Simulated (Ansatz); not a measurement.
Computed with PBE (plane waves to 420 eV, PAW; Ansatz, a first-principles code).

Electrostatic potential energy of an electron, averaged over planes parallel to the surface, in eV from the Fermi level, for a constructed model of the (111) surface of fcc Al, a layer of Cr in place of the third plane (bottom of the slab: a bare face, its two planes held):

```tsv
z (Å)	V (eV)
3.79	3.92
4.08	3.92
4.38	3.91
4.67	3.91
4.96	3.90
5.25	3.88
5.54	3.83
5.83	3.74
6.12	3.53
6.42	3.10
6.71	2.20
7.00	0.43
7.29	-3.00
7.58	-6.23
7.88	-7.19
8.17	-7.30
8.46	-6.75
8.75	-4.26
9.04	-1.13
9.33	-0.70
9.62	-3.27
9.92	-6.34
10.21	-7.34
10.50	-7.41
10.79	-6.74
11.08	-4.16
11.38	-1.04
11.67	-0.71
11.96	-3.36
12.25	-6.36
12.54	-7.15
12.83	-6.96
13.12	-6.18
13.42	-3.85
13.71	-1.69
14.00	-4.29
14.29	-9.42
14.58	-12.46
14.88	-12.37
15.17	-9.12
15.46	-3.90
15.75	-1.41
16.04	-3.61
16.33	-6.11
16.62	-6.95
16.92	-7.13
17.21	-6.36
17.50	-3.37
17.79	-0.44
18.08	-0.26
18.38	-2.89
18.67	-6.10
18.96	-7.16
19.25	-7.23
19.54	-6.68
19.83	-4.17
20.12	-0.36
20.42	1.89
20.71	3.03
21.00	3.60
21.29	3.87
21.58	4.00
21.88	4.07
22.17	4.09
22.46	4.11
22.75	4.11
23.04	4.12
23.33	4.12
23.62	4.12
```

Slab: 6 atoms, 11.9 Å thick at the start with caps and adatoms (thin: gaps and levels are the slab's own); k 15x15x1, smearing 0.1 eV, dipole-corrected; 2 atoms held, the rest relaxed; start symmetry kept, larger cells not searched; spin-polarised, ending with about 1.3 μB a cell; orders that need a larger cell were not tried, no spin-orbit, no U. In PBE it is, or lies within 0.01 eV a 1x1 cell of, the lowest of the 2 structures of its composition computed so far; subsurface sites and larger cells were not tried.

The vacuum level lies 4.12 eV above the Fermi level over the top face and 3.92 eV above it under the bottom face.
